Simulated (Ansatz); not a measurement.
Al: response to strain

Base system: Al in the fcc (Cu type) structure (space group Fm-3m, No. 225; relaxed with 0.1 eV smearing).

```yaml
crystal:
  lattice:
    - [0.00000, 1.99618, 1.99618]
    - [1.99618, 0.00000, 1.99618]
    - [1.99618, 1.99618, 0.00000]
  atoms:
    - { symbol: Al, position: [0.00000, 0.00000, 0.00000] }
```

Cartesian axes are those of the cell as printed.

Strains are applied to the cell and any free atomic positions relax.

Calculations: Kohn–Sham DFT with the r2SCAN functional, run in Ansatz (a first-principles code) with PAW and 500 eV plane waves, spin-orbit coupling left out, earlier PAW set.

Candidates:
(a) tensor shear ε_xz = +2.81 %
(b) strain tensor (xx, yy, zz, yz, xz, xy) = (−1.19, +0.86, +0.92, +1.00, +0.14, −0.51) %
(c) uniaxial strain ε_yy = −2.55 %

Notes on the quantities. energy relative to the base: free energy F.

Order them by energy relative to the base, highest first.

(a) tensor shear ε_xz = +2.81 % (+7.3 meV/atom), (c) uniaxial strain ε_yy = −2.55 % (+4.7 meV/atom), (b) strain tensor (xx, yy, zz, yz, xz, xy) = (−1.19, +0.86, +0.92, +1.00, +0.14, −0.51) % (+2.1 meV/atom)

Whether these cells are dynamically stable was not tested.
